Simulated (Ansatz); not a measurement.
Base system: Cu$_{3}$SbS$_{4}$ (space group I-42m, No. 121).

```
CELL_PARAMETERS angstrom
     -2.66991     2.66991     5.31753
      2.66991    -2.66991     5.31753
      2.66991     2.66991    -5.31753
ATOMIC_POSITIONS crystal
  S  0.59913 0.59913 0.46589
  S  0.40087 0.86676 0.00000
  S  0.13324 0.13324 0.53411
  S  0.86676 0.40087 0.00000
  Sb 0.00000 0.00000 0.00000
  Cu 0.25000 0.75000 0.50000
  Cu 0.75000 0.25000 0.50000
  Cu 0.50000 0.50000 0.00000
```

Calculations: PBEsol/PAW in Ansatz (an electronic-structure program), no spin-orbit coupling.

Strains are applied to the cell and any free atomic positions relax.

One change was made to it. Results:

```csv
quantity,base,after
"pressure (mean of the normal stresses, compression positive)",0.0 GPa,9.2 GPa
energy relative to the base (free energy F),0 meV/atom,+44 meV/atom
band gap,zero,zero
```

Question: Name the change that was made.
A) isotropic strain −2.25 %
B) isotropic strain −0.75 %
C) isotropic strain −3.00 %

Answer: C, isotropic strain −3.00 %. For comparison, the energy relative to the base in the other runs: isotropic strain −2.25 % gives +24 meV/atom; isotropic strain −0.75 % gives +2.5 meV/atom.

With Sb present, leaving out spin-orbit coupling can change the band edges. Stability against distortions was not tested. The final runs are not spin-polarised. The zero or small gap of Cu3SbS4 can change with the level of theory.
